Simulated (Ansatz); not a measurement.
Consider CuI in the zinc blende structure (space group F-43m, No. 216; a = 5.939 Å).

It is then changed as follows: full substitution Cu → Ag, then cell and atoms are relaxed.

Levels (all Ansatz, a program for electronic structure, PAW, earlier PAW set): PBEsol (420 eV, no SOC); HSE06 (420 eV, without spin-orbit coupling).

The geometry is relaxed with PBEsol.

| Property | Value |
|---|---|
| PBEsol lowest conduction level above the VBM at special points | Γ 1.20 eV; L 2.64 eV; X 3.43 eV |

Q: Predict the lowest conduction level above the VBM at special points from HSE06.

A: The lowest conduction level above the VBM at special points becomes Γ 2.49 eV; L 3.92 eV; X 4.52 eV (PBEsol: Γ 1.20 eV; L 2.64 eV; X 3.43 eV).

Single points use the geometry relaxed with PBEsol. The levels and masses belong to the bands next to the band gap. Stability against distortions was not tested. The final runs are not spin-polarised.
